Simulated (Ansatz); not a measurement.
**A computed series for InP: response to strain**

Consider InP in the zinc blende structure (space group F-43m, No. 216).

```yaml
crystal:
  lattice:
    - [0.00000, 2.95348, 2.95348]
    - [2.95348, 0.00000, 2.95348]
    - [2.95348, 2.95348, 0.00000]
  atoms:
    - { symbol: In, position: [0.00000, 0.00000, 0.00000] }
    - { symbol: P, position: [0.25000, 0.25000, 0.25000] }
```

Strains are applied to the cell and any free atomic positions relax.

All numbers come from DFT with r2SCAN, PAW potentials and a 500 eV plane-wave cutoff in Ansatz (a quantum-chemistry and plane-wave program), no SOC.

Candidates:
(a) isotropic strain +2.50 %
(b) isotropic strain +1.00 %
(c) isotropic strain +0.50 %
(d) isotropic strain +1.50 %

Base values:

```
Item       Result
--------  -------
Band gap  1.03 eV
```

**Question.** Order them by band gap, lowest first.

**Answer.** (a) isotropic strain +2.50 % (0.60 eV), (d) isotropic strain +1.50 % (0.77 eV), (b) isotropic strain +1.00 % (0.85 eV), (c) isotropic strain +0.50 % (0.94 eV)

No phonon test of stability was made.
